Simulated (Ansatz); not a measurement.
Results of PBE (Ansatz, a first-principles code, PAW) for BeCo₃ (model structure, started from the Cu3Au type, Pm-3m, No. 221, 4 atoms in the cell).

Settings: plane-wave cutoff 520 eV, 18×18×18 k mesh, Fermi–Dirac smearing 0.05 eV, spin-polarised with parallel moments, scalar-relativistic PAW data made under PBE.

Cell (relaxed at this level):

```
BeCo3
1.0
    3.44571     0.00000     0.00000
    0.00000     3.44571     0.00000
    0.00000     0.00000     3.44571
Co Be
3 1
Cartesian
  0.00000   1.72285   1.72285
  1.72285   1.72285   0.00000
  1.72285   0.00000   1.72285
  0.00000   0.00000   0.00000
```
Starting moments (μB, in the order of the record's atoms Co Co Co Be): 3.0 3.0 3.0 0.0.

Q: Estimate the bulk modulus that the calculation returns.

A: 
- bulk modulus = 194 GPa

The run finds no gap.

Note: the magnetic order was assumed, not searched for or taken from measurement; the bulk modulus is −V dP/dV from two relaxed cells at ±2 % in volume; the relaxation could raise the start's symmetry but not lower it, so the cell can be a saddle point.

The computed numbers hold no vibrational or temperature effects.

A model structure was made by putting elements into a prototype or built by hand; it is no filed structure, need not be a known phase, and can be a saddle point held by its symmetry.
